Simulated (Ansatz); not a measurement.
In a (9,9) blue phosphorus nanotube, the lowest empty band has its minimum at Γ and lies 0.095 eV higher 0.0598 Å⁻¹ away along the axis.

The numbers are results of PBE (plane waves to 420 eV, PAW; Ansatz, a first-principles code), not measurements. Mesh 1×1×10. No spin polarisation. One-dimensional cell, images about 11 Å apart. A hypothetical model, rolled from the flat sheet. Only distortions within the start's symmetry and period were free.

Problem. Estimate the electron mass along the axis.

Solution. For a parabola ΔE = ħ²Δk²/2m, and ħ²/2mₑ = 3.810 eV Å². So m/mₑ = 3.810 × 0.0598²/0.095 = 0.14. The curvature over a step a third as long gives 0.14; the band is close to a parabola here.
